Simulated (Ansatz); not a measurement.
The parent structure is NaI in the rock salt structure (space group Fm-3m, No. 225; a = 6.528 Å).

Calculations: PBE/PAW in Ansatz (a first-principles code), spin-orbit coupling left out.

Base values:

* **Lattice parameter a**: 6.528 Å
* **Band gap**: 3.58 eV

Perturbation: a hydrostatic pressure of 1.5 GPa.

Question: How does this affect the lattice parameter a and band gap?

Answer: The lattice parameter a shrinks by 0.175 Å, from 6.528 Å to 6.353 Å; the band gap rises by 0.22 eV, from 3.58 eV to 3.80 eV.

Spin-orbit coupling, missing from the scalar runs, can matter with I. Load acts through the strain it causes; cell and atoms are relaxed under it. Stability against distortions was not tested.
